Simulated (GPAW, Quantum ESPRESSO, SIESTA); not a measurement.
## One structure in several programs: KMnF3 (Pm-3m, 5 atoms in the cell)

Self-consistent single point.

```
KMnF3
1.0
    4.18268     0.00000     0.00000
    0.00000     4.18268     0.00000
    0.00000     0.00000     4.18268
K Mn F
1 1 3
Direct
  0.50000   0.50000   0.50000
  0.00000   0.00000   0.00000
  0.50000   0.00000   0.00000
  0.00000   0.50000   0.00000
  0.00000   0.00000   0.50000
```
Moments meant for the start (each program seeds them in its own way; μB, in the order of the atoms K Mn F F F): 0.0 4.0 0.0 0.0 0.0.

Shared settings, as Quantum ESPRESSO writes them: occupations = smearing; smearing = fd; degauss = 0.00147 Ry; nspin = 2; K_POINTS = automatic 4 4 4 0 0 0. Potentials and cutoffs stand in the table.

```csv
code,model,pressure (GPa),gap on the mesh (eV),size of the net moment (μB/atom),cutoff
Quantum ESPRESSO,"LDA (PW92)+U, PseudoDojo standard norm-conserving (LDA) pseudopotentials",-4.23,1.371,1.00,100 Ry
SIESTA,"LDA PW92+U, numerical atomic orbitals DZP, PseudoDojo LDA standard norm-conserving potentials (rewritten from UPF to PSML)",-5.06,1.307,1.00,grid 350 Ry
GPAW,"LDA (Perdew-Wang 92)+U, GPAW PAW datasets LDA (gpaw-data 1.0.1)",–,1.108,1.00,900 eV
```

Hubbard term: ortho-atomic; U Mn-3d 1 eV.

A dash marks a value that a program does not give, or that is left out as unsure.

Gaps are read on the mesh.

On Quantum ESPRESSO's run: with one magnetic atom in the cell only a parallel order is possible. With U or open f shells several self-consistent states can exist.

The spread over the programs that give each value: pressure within 0.83 GPa; gap on the mesh within 0.263 eV; size of the net moment within 0.00 μB/atom.

SIESTA uses small atom-centred bases, whose incompleteness enters pressures, forces and empty levels differently from a plane-wave cutoff. The pressure of GPAW is left out: its cutoff lies under the one at which its stress was checked. The same U acts on different projectors in each program, which moves gaps, moments and pressures.

The starting cell comes from a database of computed structures (which also holds hypothetical and non-ambient phases and stackings), without a prior relaxation at this level.

Left out of this page: Ansatz (with a known weakness of the program).
